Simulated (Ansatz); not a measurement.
The reference is CdS in the wurtzite structure (space group P6_3mc, No. 186; a = 4.1643 Å, c = 6.7688 Å). Axes: x lies along a and z along c of the hexagonal cell.

Calculations: DFT with r2SCAN, PAW potentials and a 500 eV plane-wave cutoff in Ansatz (a program for electronic structure), scalar-relativistic without spin-orbit coupling, earlier PAW set.

Free-standing slabs (4 atom(s) a layer) normal to the y axis with 15 Å of vacuum; in-plane cell held at bulk.

One change was made to it. Results:

```csv
quantity,base,after
band gap,1.63 eV,1.78 eV
"valence-band top at Γ (three highest levels, from the VBM)","0.00, 0.00, -0.04 eV","0.00, -0.06, -0.24 eV"
shortest interatomic distance,2.545 Å,2.415 Å
```

Q: What was done to the base?
A) 2 layers
B) 4 layers
C) 3 layers
D) 1 layer

A: B, 4 layers. For comparison, the band gap in the other runs: 1 layer gives 2.39 eV; 2 layers gives 2.02 eV; 3 layers gives 1.87 eV.

Whether these cells are dynamically stable was not tested.
